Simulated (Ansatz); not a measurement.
Consider this model of amorphous Sn₁₀In₁₀Bi₁₀Zn₁₀Ga₁₀.

```xyz
50
Lattice="10.8781 0.7182 0.3994 0.7182 11.0217 0.6582 0.3994 0.6582 10.7058" Properties=species:S:1:pos:R:3 pbc="T T T"
Sn     1.8697     9.8305     3.8831
Sn     8.9010     3.1087     6.0620
Sn     5.4393     0.6449     0.8029
Sn     9.3100     2.0271     1.0794
Sn     4.2772    10.1080    10.7937
Sn     8.3097     4.2218     3.0074
Sn    10.1126     6.0261     4.8925
Sn     1.7129     0.9997     1.1814
Sn     6.7468     1.6570     3.7793
Sn     2.9125     9.2067     7.0227
In     8.0936     5.3806    10.6097
In    11.3526    10.0250     1.3588
In     0.9854     1.2715     5.7506
In     8.0682     8.0872     3.6748
In     4.6709    11.5311     5.7066
In    10.4809     3.2391     8.8138
In     1.8397     4.4166     2.9055
In     2.4982     7.4344    10.1853
In     9.8469     6.8767     1.3884
In     5.8095     2.6660     6.6904
Bi     4.6997     6.4812     8.1425
Bi     5.0544     4.2044    10.3247
Bi     5.0723     9.2476     3.2556
Bi     9.6162    10.5605     5.8877
Bi     2.9955     1.9795     8.7322
Bi     1.2642     4.4816    10.5977
Bi     6.8361     5.8453     5.8178
Bi     2.9848     3.9588     6.1349
Bi     0.7404     5.7755     7.6417
Bi     5.2522     5.0830     2.3571
Zn     3.3170     7.2284     2.0021
Zn     6.5019    11.5288     9.4315
Zn     8.1343     8.2259     6.9307
Zn     6.9271    10.5741     7.0813
Zn     8.9024     5.4826     7.8104
Zn     5.5279     8.5970     6.0466
Zn    10.8965     9.4600     8.5374
Zn     0.8786     7.2069     2.8571
Zn    10.5874     2.2868     3.6679
Zn     7.4672     2.8536     9.2085
Ga     3.8974     2.3221     2.7717
Ga     8.6930    10.7030     2.6707
Ga     1.5758    10.8258     9.0261
Ga     3.5811     6.7311     4.7441
Ga     6.3080     8.7955     9.0774
Ga     9.3151    11.6874     8.7220
Ga     8.9480     7.8243     9.3787
Ga     6.5067     7.4763     1.0243
Ga     8.8102    10.1123    10.9859
Ga     0.9407     7.6744     5.4989
```

These are PBE, scalar-relativistic without spin-orbit coupling (plane waves to 420 eV, PAW; Ansatz, a quantum-chemistry and plane-wave program) values and carry that method's errors.

A CHGNet melt-quench gave the starting glass, which DFT then relaxed. The hot cell started wider than the set density and was brought back towards it in steps. It is the lowest in DFT energy of 3 quenches. It is a model cell: composition and starting density were chosen by hand, and all elements were melted together. No dispersion term was used. Its density started from a set value of 7.58 and ended at 7.54 g/cm³. Cooling (nominally 30 K/ps over its main leg) ran many orders faster than in experiment, which tends to leave more defects and strain. A cell of this size samples the disorder only roughly. Volume and shape were free in the relaxation. Stress components on the final sampling reach 1.0 GPa. On a 2×2×2 Γ-centred mesh force components of up to 0.29 eV/Å stay, since the relaxation ran on one k-point at (1/4, 1/4, 1/4).

Cut-offs for bonds: Sn-Sn 3.26 Å, Sn-In 3.48 Å, Sn-Bi 3.54 Å, Sn-Zn 3.22 Å, Sn-Ga 3.22 Å, In-In 3.52 Å, In-Bi 3.58 Å, In-Zn 3.22 Å, In-Ga 3.26 Å, Bi-Bi 3.46 Å, Bi-Zn 3.32 Å, Bi-Ga 3.34 Å, Zn-Zn 3.02 Å, Zn-Ga 3.02 Å, Ga-Ga 3.02 Å.

### Question
Give the coordination numbers, mean bond lengths and angles.

### Answer

- Mean coordination of Sn: 6.60 (5 with 6, 4 with 7, 1 with 8)
- Mean coordination of In: 7.70 (3 with 6, 1 with 7, 2 with 8, 4 with 9)
- Mean coordination of Bi: 7.20 (4 with 6, 2 with 7, 2 with 8, 2 with 9)
- Mean coordination of Zn: 7.10 (2 with 6, 5 with 7, 3 with 8)
- Mean coordination of Ga: 6.40 (1 with 5, 6 with 6, 1 with 7, 2 with 8)
- Mean In-Bi bond: 3.362 Å (spread 0.130 Å, 19 counted)
- Mean Sn-In bond: 3.259 Å (spread 0.102 Å, 17 counted)
- Mean Sn-Zn bond: 3.014 Å (spread 0.110 Å, 15 counted)
- Mean Sn-Bi bond: 3.346 Å (spread 0.106 Å, 14 counted)
- Bond angle at Sn: mean 100.0°, spread 31.7°
- Bond angle at In: mean 98.8°, spread 31.9°
- Bond angle at Bi: mean 98.4°, spread 33.1°
- Bond angle at Zn: mean 100.0°, spread 31.8°
- Bond angle at Ga: mean 101.2°, spread 31.0°
